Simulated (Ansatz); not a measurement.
The parent structure is Fe4N (space group Pm-3m, No. 221; a = 3.690 Å; ferromagnetic; a cell from a computed database, its experimental status unchecked).

The values are results of PBEsol in Ansatz (plane waves to 420 eV, PAW, spin-orbit coupling left out), not measurements.

Before the change:

* **Lattice parameter a**: 3.690 Å
* **Magnetic state**: ferromagnetic

Perturbation: a hydrostatic pressure of 3 GPa.

Q: What does the calculation give for the lattice parameter a after the change?

A: The lattice parameter a falls by 0.0184 Å, from 3.690 Å to 3.671 Å.

Q: How does this affect the magnetic state?

A: The magnetic state is still ferromagnetic.

Other magnetic orders, which the real material may have, were not ruled out. Load acts through the strain it causes; cell and atoms are relaxed under it. No phonon test of stability was made.

Ansatz is an electronic-structure program.
